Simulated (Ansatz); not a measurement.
**Pressure series in TiO2**

Take TiO2 in the anatase structure (space group I4_1/amd, No. 141; a = 3.799 Å, c = 9.701 Å) as the base.

Cell and atoms are relaxed at each pressure.

Calculations: PBE, PAW, 420 eV (Ansatz, an electronic-structure program; spin-orbit coupling left out).

Notes on the quantities. enthalpy: H = E + PV relative to the base's energy.

```tsv
variant	enthalpy	lattice parameter a
base	–	3.799 Å
pressure −2 GPa	-0.15 eV/atom	3.807 Å
pressure −1 GPa	-0.07 eV/atom	…
pressure 1.8 GPa	+0.13 eV/atom	…
pressure 4.2 GPa	+0.30 eV/atom	3.785 Å
pressure 9 GPa	+0.64 eV/atom	3.772 Å
pressure 18 GPa	+1.25 eV/atom	3.756 Å
pressure 30 GPa	+2.02 eV/atom	…
```

### Question
Some entries are withheld; estimate them.

### Answer

- pressure −1 GPa, lattice parameter a: 3.803 Å
- pressure 1.8 GPa, lattice parameter a: 3.792 Å
- pressure 30 GPa, lattice parameter a: 3.738 Å

Load acts through the strain it causes; cell and atoms are relaxed under it. No phonon test of stability was made. Competing high-pressure phases were not computed. The final runs are not spin-polarised.
